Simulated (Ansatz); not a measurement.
Abridged Ansatz (a first-principles code) output:

```
Pseudopotential: Hf, paw, valence charge 26
Pseudopotential: O, paw, valence charge 6
Crystal: 3 atoms, lattice volume = 40.244 Å³
Basis set: ecut = 420 eV, 795 PW (Γ), exchange–correlation on 48×48×64 points (8 copies of the dense FFT grid, shifted against one another)
Bands: 23, of which v1, the nominal top of the filled ones, is band 19 counted from 1 (18 counted from 0)
Symmetry: 12 space group operations
k-points: 50 of 384
Functional: x = pbe(κ = 0.804, μ = 0.2195149727645171), c = pbe(β = 0.06672455060314922), warm-up for x = pbe(κ = 0.804, μ = 0.2195149727645171) + 0.25 (exact …
SCF iter   1: F=—  HF=-16860.907380 eV  |F-HF|=—  |Δ(HF+E_count)|=         —  Δρ=2.49e-3  dr2=1.31e-3  ethr=1.77e-3  ⟨swp⟩=2.0  Hψ=6860  notcnv=0
SCF iter   2: F=-16860.907137 eV  HF=-16860.907518 eV  |F-HF|=3.81e-4  |Δ(HF+E_count)|=   1.38e-4  Δρ=1.46e-3  dr2=6.10e-4  ethr=3.46e-6  ⟨swp⟩=4.6  Hψ=3707  notcnv=0  defer=7
SCF 1 stopped early in 2 iterations: F = -16860.907137 eV  dr2 = 6.10e-4
Crystal: 3 atoms, lattice volume = 40.244 Å³
Functional: x = pbe(κ = 0.804, μ = 0.2195149727645171) + 0.25 (exact − pbe) at short range (hse, ω = 0.20786987370883472 Å⁻¹), c = pbe(β = 0.06672455060314922); HSE06 as pw.x's `hse` composes it (authors' and Libxc's form: `xc: wpbeh`)
SCF iter   1: F=—  HF=-16861.061213 eV  |F-HF|=—  |Δ(HF+E_count)|=         —  Δρ=1.10e-2  dr2=6.15e-2  ethr=1.61e-5  ⟨swp⟩=5.7  Hψ=4896  notcnv=0
SCF iter   2: F=—  HF=-16861.006107 eV  |F-HF|=—  |Δ(HF+E_count)|=   5.51e-2  Δρ=7.91e-3  dr2=1.60e-2  ethr=1.61e-5  ⟨swp⟩=5.0  Hψ=4407  notcnv=0
SCF 2 stopped early in 6 iterations: F = -16861.018960 eV  dr2 = 1.81e-5
Crystal: 3 atoms, lattice volume = 40.244 Å³
SCF iter   1: F=—  HF=-16861.018653 eV  |F-HF|=—  |Δ(HF+E_count)|=         —  Δρ=1.72e-4  dr2=3.54e-6  ethr=1.34e-5  ⟨swp⟩=2.9  Hψ=2348  notcnv=0
SCF iter   2: F=—  HF=-16861.018655 eV  |F-HF|=—  |Δ(HF+E_count)|=   2.23e-6  Δρ=4.36e-5  dr2=3.60e-7  ethr=6.00e-10  ⟨swp⟩=2.5  Hψ=6147  notcnv=0  defer=16
SCF 3 converged in 4 iterations: F = -16861.018657 eV  dr2 = 8.63e-8
Free energy (F): -16861.018657 eV
Internal energy: -16861.018657 eV  (E = F + TS)
E sigma→0 (E₀):  -16861.018657 eV
Fermi energy:    12.739484 eV
```

**Question.** What was computed, and what are the main results?

**Answer.** HfO2, 3 atoms in the cell, with HSE06/PAW in Ansatz, scalar-relativistic without spin-orbit coupling. The last SCF converged to F = -16861.018657 eV, or -5620.3396 eV per atom. The total energy compares only with runs of the same code, potentials and settings.

Single points use the geometry relaxed with PBEsol-D3(BJ). The hybrid gap comes from the SCF mesh plus the semilocal run's edge points and a few special points and is an upper bound. With Hf present, leaving out spin-orbit coupling can change the band edges. Whether these cells are dynamically stable was not tested. The cell was made from HfS2 by this change: S → O; the result is a hypothetical phase, not in the database extracts checked.
